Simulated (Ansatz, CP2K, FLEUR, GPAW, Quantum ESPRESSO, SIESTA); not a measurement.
# MnBr2 (P1, 3 atoms in the cell) computed with different codes at matched settings

Self-consistent single point, at a second geometry (atoms moved at random). First geometry:

```
MnBr2
1.0
    3.90936     0.00000     0.00000
   -1.95468     3.38560     0.00000
    0.00000     0.00000     6.54697
Mn Br
1 2
Direct
  0.00000   0.00000   0.00000
  0.33333   0.66667   0.23213
  0.66667   0.33333   0.76787
```
Moments meant for the start (each program seeds them in its own way; μB, in the order of the atoms Mn Br Br): 4.0 0.0 0.0.

Second geometry:
```
CELL_PARAMETERS angstrom
      3.90936     0.00000     0.00000
     -1.95468     3.38560     0.00000
      0.00000     0.00000     6.54697
ATOMIC_POSITIONS crystal
  Mn 0.00762 0.01327 0.99453
  Br 0.32702 0.65549 0.23559
  Br 0.66535 0.33124 0.76989
```
Moments meant for the start (each program seeds them in its own way; μB, in the order of the atoms Mn Br Br): 4.0 0.0 0.0.

Shared settings, as Ansatz (a program for electronic structure) writes them: kpoints.mp_grid.grid = 6 6 3; scf.occupations.method = fermi_dirac; scf.occupations.width = 0.05 eV. Potentials and cutoffs stand in the table.

```tsv
code	model	ΔF from the first geometry (meV/atom)	pressure (GPa)	largest force (eV/Å)	gap on the mesh (eV)	size of the net moment (μB/atom)	cutoff
Ansatz	PBEsol, PAW files made with PBE	5.1	-2.66	0.535	–	1.67	420 eV
Quantum ESPRESSO	PBEsol, SSSP 1.1.2 efficiency (PBE) pseudopotentials	5.1	-2.67	0.529	1.597	1.67	50 Ry
FLEUR	PBEsol, all-electron FLAPW (FLEUR), scalar-relativistic valence	5.2	–	0.535	1.569	1.67	Kmax 4 1/bohr
GPAW	PBEsol, GPAW PAW datasets PBEsol (made by gpaw-setup)	5.2	-2.45	0.513	1.543	1.67	800 eV
SIESTA	GGA PBEsol, numerical atomic orbitals DZP, PseudoDojo PBEsol standard norm-conserving potentials (rewritten from UPF to PSML)	5.8	-4.98	0.521	2.023	1.67	grid 300 Ry
CP2K	PBEsol, GPW, DZVP-MOLOPT-SR-GTH basis, GTH-PBE potentials (GTH_POTENTIALS)	5.2	-2.17	0.462	1.912	1.67	grid 600 Ry
```

Size of the force on each atom (eV/Å): Sizes of forces hide their directions.

| code | Mn1 | Br2 | Br3 |
|---|---|---|---|
| Ansatz | 0.312 | 0.535 | 0.241 |
| Quantum ESPRESSO | 0.314 | 0.529 | 0.233 |
| FLEUR | 0.313 | 0.535 | 0.239 |
| GPAW | 0.322 | 0.513 | 0.212 |
| SIESTA | 0.367 | 0.521 | 0.181 |
| CP2K | 0.358 | 0.462 | 0.143 |

A dash marks a value that a program does not give, or that is left out as unsure.

No gap is tabulated for Ansatz: it is not read from that output, or partly filled or unconverged empty levels leave it unsure.

Gaps are read on the mesh.

On Ansatz's run: with one magnetic atom in the cell only a parallel order is possible.

The spread over the programs that give each value: ΔF from the first geometry within 0.7 meV/atom; pressure within 2.81 GPa; largest force within 0.073 eV/Å; gap on the mesh within 0.480 eV; size of the net moment within 0.00 μB/atom.

SIESTA and CP2K use small atom-centred bases, whose incompleteness enters pressures, forces and empty levels differently from a plane-wave cutoff. FLEUR treats all electrons, but the usual bases taken here (sphere radii, linearisation, local orbitals, empty states) were not tested for convergence, so the values are no reference for the others. Ansatz's pressure is given at a fixed set of plane waves, as the other plane-wave codes print theirs; with its correction for the finite basis it is -2.63 GPa. In the pressure, SIESTA (by 2.31) lies more than 1 GPa from the median of the plane-wave programs. In the gap, SIESTA (by 0.452) and CP2K (by 0.342) lie more than 0.12 eV from the median of the plane-wave programs. In the force vectors, CP2K (by 0.097) lies more than 0.08 eV/Å from the median of the plane-wave programs.

The starting cell comes from a database of computed structures (which also holds hypothetical and non-ambient phases and stackings), without a prior relaxation at this level. Its lattice was rescaled by a random factor within 2.5 % of one. For this run, on top of that: atoms moved at random.

Keys are those of Ansatz 0.2.
